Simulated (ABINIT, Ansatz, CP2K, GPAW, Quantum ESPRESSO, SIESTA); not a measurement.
## Code comparison for Pb (Fm-3m, 1 atom in the cell)

Self-consistent single point.

```yaml
crystal:
  lattice:
    - [0.00000, 2.51970, 2.51970]
    - [2.51970, 0.00000, 2.51970]
    - [2.51970, 2.51970, 0.00000]
  atoms:
    - { symbol: Pb, position: [0.00000, 0.00000, 0.00000] }
```

Shared settings, as Ansatz (a program for electronic structure) writes them: kpoints.mp_grid.grid = 8 8 8; scf.occupations.method = fermi_dirac; scf.occupations.width = 0.0073 Ry. Potentials and cutoffs stand in the table.

| code | model | pressure (GPa) | cutoff |
|---|---|---|---|
| ABINIT | PBEsol, norm-conserving pseudopotentials (PseudoDojo nc-sr-04 PBEsol standard) | -2.66 | 31 Ha |
| SIESTA | GGA PBEsol, numerical atomic orbitals TZP, PseudoDojo PBEsol standard norm-conserving potentials (rewritten from UPF to PSML) | -2.79 | grid 300 Ry |
| CP2K | PBEsol, GPW, DZVP-MOLOPT-SR-GTH basis, GTH-PBE potentials (GTH_POTENTIALS) | -0.59 | grid 400 Ry |
| Ansatz | PBEsol, default PAW files made with PBE | -2.58 | default |
| Quantum ESPRESSO | PBEsol, PSlibrary PAW (PBE, semicore) pseudopotentials | -3.70 | 55 Ry |
| GPAW | PBEsol, GPAW PAW datasets PBEsol (made by gpaw-setup) | -2.83 | 550 eV |

On Ansatz's run: spin-orbit coupling is off.

The spread over the programs that give each value: pressure within 3.11 GPa.

SIESTA and CP2K use small atom-centred bases, whose incompleteness enters pressures, forces and empty levels differently from a plane-wave cutoff. Ansatz's pressure is given at a fixed set of plane waves, as the other plane-wave codes print theirs. In the pressure, CP2K (by 2.15) lies more than 1 GPa from the median of the plane-wave programs.

The starting cell comes from a database of computed structures (which also holds hypothetical and non-ambient phases and stackings), without a prior relaxation at this level. Its lattice was rescaled by a random factor within 2.5 % of one.

Left out of this page: Elk and FLEUR (not drawn, or without a comparable value).

Keys are those of Ansatz 0.2.
